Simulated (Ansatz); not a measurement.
The reference is GaN in the wurtzite structure (space group P6_3mc, No. 186; a = 3.183 Å, c = 5.185 Å). Axes: x lies along a and z along c of the hexagonal cell.

Level of theory: plane-wave PAW DFT at the PBEsol level (Ansatz, a first-principles code, 420 eV), without spin-orbit coupling.

Strains are applied to the cell and any free atomic positions relax.

One change was made to it. Results:

The band gap decreases by 0.19 eV (1.88 eV → 1.69 eV); the shortest interatomic distance goes up by 0.012 Å (1.946 Å → 1.958 Å); the electron mass goes from 0.16 mₑ along c, 0.17 mₑ across (at Γ) to 0.15 mₑ along z, 0.16 mₑ across (at Γ).

Question: Which change produced these results?
A) uniaxial strain ε_xx = +1.80 %
B) uniaxial strain ε_xx = +1.20 %
C) uniaxial strain ε_xx = +3.00 %
D) uniaxial strain ε_xx = +2.40 %
E) uniaxial strain ε_xx = +0.60 %

Answer: D, uniaxial strain ε_xx = +2.40 %. For comparison, the band gap in the other runs: uniaxial strain ε_xx = +0.60 % gives 1.83 eV; uniaxial strain ε_xx = +3.00 % gives 1.64 eV; uniaxial strain ε_xx = +1.20 % gives 1.78 eV; uniaxial strain ε_xx = +1.80 % gives 1.74 eV.

Effective masses come from finite differences of ±0.01 Å⁻¹. Stability against distortions was not tested.
